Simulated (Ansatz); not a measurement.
A computed series for SiO2: pressure series

Consider SiO$_{2}$ in the rutile structure (space group P4_2/mnm, No. 136).

SiO$_{2}$ is modelled in the tetragonal space group P4₂/mnm (No. 136), the rutile structure, Pearson symbol tP6. Lattice parameters: a = b = 4.2359 Å, c = 2.6899 Å, α = β = γ = 90.00°. Si on 2a is surrounded by 6 O at 1.774–1.839 Å (octahedral). O on 4g sees 3 Si at 1.774–1.839 Å (trigonal planar). (Neighbours: up to the widest gap in distance over summed covalent radii, below 1.35, at either atom.)

Cell and atoms are relaxed at each pressure.

Computed with PBE (Ansatz, a quantum-chemistry and plane-wave program), scalar-relativistic without spin-orbit coupling, earlier PAW set.

Candidates:
(a) pressure 9 GPa
(b) pressure −2 GPa
(c) pressure 4.5 GPa
(d) pressure −1 GPa
(e) pressure 15 GPa

Before the change:

```
Property    Value
--------  -------
Band gap  5.05 eV
```

Task: Order them by band gap, highest first.

Result: (e) pressure 15 GPa (5.82 eV), (a) pressure 9 GPa (5.52 eV), (c) pressure 4.5 GPa (5.29 eV), (d) pressure −1 GPa (5.00 eV), (b) pressure −2 GPa (4.94 eV)

Load acts through the strain it causes; cell and atoms are relaxed under it. No phonon test of stability was made. No other phases were tried under pressure.
